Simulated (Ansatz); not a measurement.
## Lattice parameter c of GaAs (model structure, started from the NiAs type, P6₃/mmc, No. 194, 4 atoms in the cell) at several levels of theory

No measured value is used here.

```tsv
level (code)	value (Å)
PBE (Ansatz)	___
PBEsol (Ansatz)	6.365
PBE-D3(BJ) (Ansatz)	6.370
```

Complete the blanks.


- PBE (Ansatz, a first-principles code), value (Å): 6.450

Ansatz's density-functional and Hartree–Fock values are scalar-relativistic unless marked +SOC, with PAW data made under PBE.

A model structure was made by putting elements into a prototype or built by hand; it is no filed structure, need not be a known phase, and can be a saddle point held by its symmetry.
